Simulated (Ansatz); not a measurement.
## Pressure series in C

The reference is C in the diamond structure (space group Fd-3m, No. 227).

```xyz
2
Lattice="0.0000 1.7801 1.7801 1.7801 0.0000 1.7801 1.7801 1.7801 0.0000" Properties=species:S:1:pos:R:3 pbc="T T T"
C      0.0000     0.0000     0.0000
C      0.8901     0.8901     0.8901
```

Cell and atoms are relaxed at each pressure.

Computed with r2SCAN, PAW, 500 eV (Ansatz, an electronic-structure program; no spin-orbit coupling).

Candidates:
(a) pressure −2 GPa
(b) pressure 1.8 GPa
(c) pressure 18 GPa

Base values:

The band gap comes out as 4.36 eV.

Order them by band gap, highest first.

(c) pressure 18 GPa (4.45 eV), (b) pressure 1.8 GPa (4.37 eV), (a) pressure −2 GPa (4.35 eV)

Load acts through the strain it causes; cell and atoms are relaxed under it. No phonon test of stability was made. Competing high-pressure phases were not computed.
